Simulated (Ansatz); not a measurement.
Density of states of CsPbBr3 (Pm-3m) below the valence band maximum, r2SCAN with spin-orbit coupling, rigid bands run with Ansatz (a quantum-chemistry and plane-wave program); cell volume 209.3 Å³.

| energy from edge (eV) | 10⁻³ states/eV/cell |
|---|---|
| 0.006 | 4.81 |
| 0.031 | 12.6 |
| 0.056 | 18.0 |
| 0.081 | 23.2 |
| 0.106 | 28.9 |
| 0.131 | 34.5 |
| 0.156 | 41.8 |
| 0.181 | 47.6 |
| 0.206 | 54.3 |
| 0.231 | 61.8 |
| 0.256 | 70.5 |
| 0.281 | 79.0 |
| 0.319 | 93.3 |
| 0.344 | 105 |
| 0.369 | 116 |
| 0.394 | 129 |
| 0.419 | 144 |
| 0.444 | 161 |
| 0.469 | 178 |
| 0.494 | 198 |
| 0.519 | 221 |
| 0.544 | 249 |
| 0.569 | 282 |
| 0.594 | 320 |

Problem. What effective density of states at 300 K does this give (∫ g(E) exp(−E/k_BT) dE, both spins, divided by the cell's size)?

Solution. 1.3e18 cm⁻³, a density-of-states mass of 0.137 mₑ, valleys and band degeneracy included.

Geometry: cell and atoms relaxed with r2SCAN.

CsPbBr3 (Pm-3m): a high-temperature phase held by its symmetry.
